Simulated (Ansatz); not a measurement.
Seebeck coefficient (μV/K, mean over directions) of n-type CdSe (F-43m) against carrier density, r2SCAN with spin-orbit coupling, rigid bands run with Ansatz (a first-principles code). Computed gap 0.93 eV; densities at which minority carriers matter at this gap, or further valleys turn the trend, are left out. Conductivity mass 0.103 mₑ (harmonic mean over directions), N_c = 7.7e17 cm⁻³ at 300 K.

```tsv
electron density	300 K	500 K
1e16 cm⁻³	-587	-658
1e17 cm⁻³	-389	-460
1e18 cm⁻³	-201	-266
3e18 cm⁻³	-125	?
1e19 cm⁻³	-66	-106
3e19 cm⁻³	-36	?
1e20 cm⁻³	?	-34
3e20 cm⁻³	-13	-21
1e21 cm⁻³	-9	-14
```

Question: Some entries are withheld; supply them.

Answer: 
- 3e18 cm⁻³, 500 K: -182
- 3e19 cm⁻³, 500 K: -61
- 1e20 cm⁻³, 300 K: -20

Rigid bands with a gap fixed in temperature, one relaxation time for all states, no polarons or phonon drag, and whether or not such doping can be reached.
